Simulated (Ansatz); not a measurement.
Output of an Ansatz run (abridged):

```
WARN ansatz: RAYON_NUM_THREADS=1 ignored (pool sized by the plan → 1); use --threads N
Pseudopotentials: kind: paw
Pseudopotential: Zn, paw, valence charge 12
Pseudopotential: Cu, paw, valence charge 19
Crystal: 2 atoms, lattice volume = 25.442 Å³
Basis set: ecut = 420 eV, 485 PW (Γ), exchange–correlation on 40×40×40 points (8 copies of the dense FFT grid, shifted against one another)
Bands: 20, of which v1, the nominal top of the filled ones, is band 16 counted from 1 (15 counted from 0)
Symmetry: 48 space group operations
Space group: Pm-3m (ITA 221), of the structure as read, at distance tolerance 2.9e-5 Å
k-points: 56 of 1331
Initial density: superposition of atomic densities (neutral atoms: chi_scale 0, normalization atom), corrected by the library's trained network
Initial wavefunctions: pseudopotential atomic-orbital guess
Eigensolver: davidson
Functional: x = pbe(κ = 0.804, μ = 0.2195149727645171), c = pbe(β = 0.06672455060314922)
SCF iter   1: F=—  HF=-9944.385553 eV  |F-HF|=—  |Δ(HF+E_count)|=         —  Δρ=2.06e-3  dr2=5.90e-4  ethr=1.77e-3  ⟨swp⟩=5.2  Hψ=4759  notcnv=0
all-band conjugate gradients solve this SCF's bands
preconditioner: auto → none
SCF iter   2: F=—  HF=-9944.386158 eV  |F-HF|=—  |Δ(HF+E_count)|=   6.04e-4  Δρ=4.85e-4  dr2=2.07e-5  ethr=1.90e-6  ⟨swp⟩=2.3  Hψ=2435  notcnv=0
SCF iter   3: F=—  HF=-9944.386154 eV  |F-HF|=—  |Δ(HF+E_count)|=   4.01e-6  Δρ=3.36e-4  dr2=1.01e-5  ethr=6.69e-8  ⟨swp⟩=2.0  Hψ=1783  notcnv=0
SCF iter   4: F=—  HF=-9944.386161 eV  |F-HF|=—  |Δ(HF+E_count)|=   7.10e-6  Δρ=6.19e-5  dr2=5.25e-7  ethr=3.27e-8  ⟨swp⟩=2.0  Hψ=1559  notcnv=0
iter 5 did not close the SCF: its close was put off for the readings that it lacked (scf_convergence_deferred on its scf_iter line)
SCF iter   5: F=-9944.386161 eV  HF=-9944.386161 eV  |F-HF|=2.33e-8  |Δ(HF+E_count)|=   2.70e-7  Δρ=9.16e-6  dr2=2.81e-8  ethr=1.69e-9  ⟨swp⟩=2.1  Hψ=1574  notcnv=0
SCF iter   6: F=-9944.386161 eV  HF=-9944.386161 eV  |F-HF|=4.95e-9  |Δ(HF+E_count)|=   6.11e-9  Δρ=5.35e-6  dr2=8.40e-9  ethr=9.08e-11  ⟨swp⟩=4.2  Hψ=4361  notcnv=0
SCF 1 converged in 6 iterations: F = -9944.386161 eV  dr2 = 8.40e-9
SCF converged after 6 iterations
Free energy (F): -9944.386161 eV
Harris-Foulkes:  -9944.386161 eV  (|F-HF|=4.95e-9)
Internal energy: -9944.383619 eV  (E = F + TS)
E sigma→0 (E₀):  -9944.384890 eV
Entropy (-TS):   -0.002541 eV (-1.271 meV/atom)
Fermi energy:    14.503888 eV
--- Per-component energies (eV) ---
  E_band       = -315.920684
  E_kinetic    = 431.737381
  E_local      = -5781.704395  (includes V_loc(G=0)·N_el)
  E_nonlocal   = 1001.046619
  E_hartree    = 2523.368106
  E_xc         = -227.846609
  E_vxc        = -169.002378  (∫ρ·V_xc dr)
  E_paw        = -3488.281311  (= ΣΔE_a)
  E_vpaw       = -844.730618  (= ΣTr[D̂ρ^β])
  E_aug_tail   = -0.000044  (compensation charges beyond the density's cutoff)
  E_ewald      = -4402.703366
  E_smearing   = -0.002541  (= −TS)
  E_closure    = -0.000000  (closes the sum)
  Σ components = -9944.386161   (vs F -9944.386161, Δ=0.00e0)
--- Forces (eV/Å), atoms counted from 1 ---
  atom   1  Zn     0.00000000     0.00000000     0.00000000
  atom   2  Cu    -0.00000000     0.00000000    -0.00000000
  max |Σ_I F_I| component: 2.52e-29 eV/Å
--- Stress (GPa, compression-positive) ---
        2.658441      -0.000000       0.000000
        0.000000       2.658441       0.000000
        0.000000       0.000000       2.658441
  P = ⅓ Tr σ = 2.6584 GPa (26.584 kbar)
  The stress holds the Pulay correction. Without it, at fixed plane waves, as pw.x and ABINIT print it: P = 2.5122 GPa
--- Band table (eV; the first three rows and the last of 56) ---
  k-point 0: bands = ["-98.4228", "-55.7916", "-55.7916", "-55.7916", "4.1876", "6.7477", "6.7477", "7.4530", "7.4530", "7.4530", "11.0160", "11.0160", "11.8746", "11.8746", "11.8746", "20.7829", "20.7829", "20.7829", "25.8418", "25.8418"]
  k-point 1: bands = ["-98.4227", "-55.7924", "-55.7916", "-55.7916", "4.3376", "6.7653", "6.7800", "7.4398", "7.4398", "7.4597", "11.0066", "11.0295", "11.8235", "11.8235", "11.8685", "19.4700", "21.0120", "21.0120", "25.9200", "26.4046"]
  k-point 2: bands = ["-98.4226", "-55.7946", "-55.7914", "-55.7914", "4.7792", "6.8131", "6.8731", "7.4044", "7.4044", "7.4778", "10.9811", "11.0506", "11.6930", "11.6930", "11.8520", "17.1960", "21.6746", "21.6746", "26.1565", "26.7147"]
  k-point 55: bands = ["-98.4212", "-55.7999", "-55.7999", "-55.7999", "6.8578", "6.8775", "6.8775", "7.7298", "7.7298", "10.2317", "10.3330", "10.3330", "12.1025", "12.1025", "16.8853", "18.2503", "18.2503", "18.5212", "19.9813", "19.9813"]
```

The structure:

```
CELL_PARAMETERS angstrom
      2.94115     0.00000     0.00000
      0.00000     2.94115     0.00000
      0.00000     0.00000     2.94115
ATOMIC_POSITIONS crystal
  Zn 0.50000 0.50000 0.50000
  Cu 0.00000 0.00000 0.00000
```

### Question
Write an input that gives this output.

### Answer
Other spellings and defaults could give the same log, and not every line can be read from it. The input that was run (DFT, PBE, plane waves, default PAW files):

Ansatz 0.2 input:
```yaml
# CuZn
crystal:
  lattice:
    - [2.941150, 0.000000, 0.000000]
    - [0.000000, 2.941150, 0.000000]
    - [0.000000, 0.000000, 2.941150]
  atoms:
    - { symbol: Zn, position_ang: [1.470575, 1.470575, 1.470575] }
    - { symbol: Cu, position_ang: [0.000000, 0.000000, 0.000000] }
basis:
  ecutwfc: 420.0
kpoints:
  mp_grid:
    grid: [11, 11, 11]
hamiltonian:
  xc: pbe
  pseudopotentials:
    kind: paw
scf:
  occupations:
    method: gaussian
    width: 0.1
output:
  forces: true
  eigenvalues: true
  stress: true
```

The starting cell has typed, rounded lattice constants, without a prior relaxation at this level. Its lattice was rescaled by up to half a per cent. Spin polarisation is off. Ansatz's pressure includes its estimate of the finite-basis (Pulay) stress.

Ansatz is a quantum-chemistry and plane-wave program.
